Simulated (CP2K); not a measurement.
Band structure of LuNi₂Ge₂ (I4/mmm, 5 atoms in the cell).

```yaml
crystal:
  lattice:
    - [5.67584, 0.00000, 0.00000]
    - [2.79729, 4.93865, 0.00000]
    - [-4.23656, -2.46933, 2.85816]
  atoms:
    - { symbol: Lu, position: [0.00000, 0.00000, 0.00000] }
    - { symbol: Ni, position: [0.25000, 0.75000, 0.50000] }
    - { symbol: Ni, position: [0.75000, 0.25000, 0.50000] }
    - { symbol: Ge, position: [0.62709, 0.62709, 0.00000] }
    - { symbol: Ge, position: [0.37291, 0.37291, 0.00000] }
```

Computed with LDA (Pade form), GPW, DZVP-MOLOPT-SR-GTH basis, GTH-PADE potentials (GTH_POTENTIALS) run with CP2K.

Settings: CUTOFF = 600 Ry; REL_CUTOFF = 40 Ry; SMEAR/METHOD = FERMI_DIRAC; ELECTRONIC_TEMPERATURE = 1160.45 K; KPOINTS/SCHEME = MONKHORST-PACK 7 7 7; XC_FUNCTIONAL = PADE; Lu/BASIS_SET = DZVP-MOLOPT-SR-GTH; Lu/POTENTIAL = GTH-PADE-q25; Ni/BASIS_SET = DZVP-MOLOPT-SR-GTH; Ni/POTENTIAL = GTH-PADE-q18; Ge/BASIS_SET = DZVP-MOLOPT-SR-GTH; Ge/POTENTIAL = GTH-PADE-q4; METHOD = GPW; EPS_DEFAULT = 1e-10.

The starting cell comes from a database of computed structures (which also holds hypothetical and non-ambient phases and stackings), without a prior relaxation at this level. Its lattice was rescaled by a random factor within 2.5 % of one. Spin-orbit coupling is off. Spin polarisation is off. Values carry the incompleteness of an atom-centred basis.

Levels in eV from the Fermi level, bands 32 to 37:
```tsv
point	32	33	34	35	36	37
Γ	-1.16	-1.16	-0.77	-0.24	1.83	1.83
X	-1.47	-1.45	-1.27	-0.53	-0.43	2.67
Y	-1.48	-1.25	-0.84	-0.52	-0.29	2.58
S	-1.76	-0.13	-0.06	-0.02	2.14	2.43
Z	-0.91	-0.77	0.41	0.53	2.42	2.76
S1	-1.76	-0.13	-0.06	-0.02	2.14	2.43
N	-1.57	-1.27	-0.12	1.35	1.45	2.41
P	-1.45	-1.42	-1.42	-0.46	-0.46	1.65
Y1	-1.48	-1.25	-0.84	-0.52	-0.29	2.58
```

Bands cross the Fermi level along this path, so the cell is metallic at this level.

Higher empty bands are left out: an atom-centred basis made for the valence describes them poorly.
